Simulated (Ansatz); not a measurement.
We consider SbSI (Pnma, No. 62, 12 atoms in the cell; start mp-1095595), described by LDA (plane waves, PAW; Ansatz, a quantum-chemistry and plane-wave program).

Settings: plane-wave cutoff 500 eV, 6×4×10 k mesh (along the axes of the cell as run), gaussian smearing 0.02 eV, scalar-relativistic PAW data made under PBE.

Cell (relaxed at this level):

```yaml
crystal:
  lattice:
    - [8.29426, 0.00000, 0.00000]
    - [0.00000, 9.94410, 0.00000]
    - [0.00000, 0.00000, 4.01225]
  atoms:
    - { symbol: Sb, position: [0.62735, 0.37559, 0.26977] }
    - { symbol: Sb, position: [0.37265, 0.62441, 0.76977] }
    - { symbol: Sb, position: [0.87265, 0.87559, 0.76977] }
    - { symbol: Sb, position: [0.12735, 0.12441, 0.26977] }
    - { symbol: S, position: [0.34097, 0.45140, 0.26977] }
    - { symbol: S, position: [0.65903, 0.54860, 0.76977] }
    - { symbol: S, position: [0.15903, 0.95140, 0.76977] }
    - { symbol: S, position: [0.84097, 0.04860, 0.26977] }
    - { symbol: I, position: [0.01175, 0.66942, 0.26977] }
    - { symbol: I, position: [0.98825, 0.33058, 0.76977] }
    - { symbol: I, position: [0.48825, 0.16942, 0.76977] }
    - { symbol: I, position: [0.51175, 0.83058, 0.26977] }
```

Task: Give the computed band gap.

Result: 
- band gap = 1.44 eV (on the SCF k mesh)

Note: the relaxation could not lower the start's symmetry, so the cell can be a saddle point above a distorted one.

Spin–orbit coupling is not included.

Computing time: around 50 core-minutes (rough).

A start named mp-… is a Materials Project structure, which need not be a measured phase.
